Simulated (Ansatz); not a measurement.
Consider InP in the zinc blende structure (space group F-43m, No. 216; a = 5.9073 Å). Axes: x, y, z lie along the cube axes.

The values are results of Kohn–Sham DFT with the r2SCAN functional, run in Ansatz (a quantum-chemistry and plane-wave program) with PAW and 500 eV plane waves, without spin-orbit coupling, earlier PAW set, not measurements.

Strains are applied to the cell and any free atomic positions relax.

One change was made to it. Results:

The energy goes up by 2.3 meV/atom; the valley order (the lowest conduction-band minima on the path, energy above the VBM, named in the base's zone) goes from Γ 1.02 eV; L along ⟨111⟩ 1.79 eV; X along ⟨100⟩ 2.04 eV to Γ 0.90 eV; L along ⟨111⟩ 1.74 eV; X along ⟨100⟩ 2.07 eV.

Question: Name the change that was made.
(A) uniaxial strain ε_yy = +4.13 %
(B) isotropic strain −4.11 %
(C) tensor shear ε_yz = −0.50 %
(D) isotropic strain +0.69 %

Answer: D, isotropic strain +0.69 %. For comparison, the valley order in the other runs: tensor shear ε_yz = −0.50 % gives Γ 0.99 eV; L along [111] 1.72 eV; L along [1-11] 1.81 eV; X along [100] 2.00 eV; isotropic strain −4.11 % gives Γ 1.75 eV; X along ⟨100⟩ 1.82 eV; L along ⟨111⟩ 2.12 eV; uniaxial strain ε_yy = +4.13 % gives Γ 0.71 eV; L along [1-1-1] 1.59 eV; X along [001] 1.97 eV; X along [010] 2.19 eV.

The levels and masses belong to the bands next to the band gap. Whether these cells are dynamically stable was not tested.
